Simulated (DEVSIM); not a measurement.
System: abrupt GaAs p-n junction, at 300 K.

Layer 1 from the left is GaAs, thickness (μm) 2.00, Na (cm⁻³) 7.2e15, τn (s) 1.1e-8, τp (s) 1.1e-8. Layer 2 from the left is GaAs, thickness (μm) 3.10, Nd (cm⁻³) 2.9e16, τn (s) 1.1e-8, τp (s) 1.1e-8.

Left contact: ohmic. Right contact: ohmic. Voltage is applied to the left contact. Recombination: SRH at mid-gap. Mobility is constant in doping.

The device is made up for the run: typed textbook-type constants, with dimensions and the other settings drawn at random. Values at 300 K.

GaAs: gap (eV) 1.424, affinity (eV) 4.07, permittivity 12.9, Nc (cm⁻³) 4.7e17, Nv (cm⁻³) 9e18, μn (cm²/Vs) 8500, μp (cm²/Vs) 400.

DEVSIM, 1D drift-diffusion, Boltzmann statistics, complete ionisation; no tunnelling, impact ionisation, image-force lowering or self-heating.

**Question.** What does the simulation give for the largest field in the device at zero bias, the dark forward voltage at 1 A/cm², the potential step across the device at zero bias?

**Answer.** largest field in the device at zero bias 42000 V/cm; dark forward voltage at 1 A/cm² 0.944 V; potential step across the device at zero bias 1.168 V.
